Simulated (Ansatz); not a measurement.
As (model structure, from the C4 type, I4₁32, No. 214): properties by level of theory

| level (code) | lattice parameter a (Å) | cohesive energy (eV/atom) |
|---|---|---|
| LDA (Ansatz) | 6.843 | 3.17 |
| PBE (Ansatz) | 6.992 | 2.32 |
| PBEsol (Ansatz) | 6.903 | 2.64 |
| PBE-D3(BJ) (Ansatz) | 6.932 | 2.51 |
| r²SCAN (Ansatz) | 6.898 | 2.13 |

Ansatz's density-functional and Hartree–Fock values are scalar-relativistic unless marked +SOC, with PAW data made under PBE.

Computed values are for the static lattice.

A model structure was made by putting elements into a prototype or built by hand; it is no filed structure, need not be a known phase, and can be a saddle point held by its symmetry.

Ansatz is an electronic-structure program.
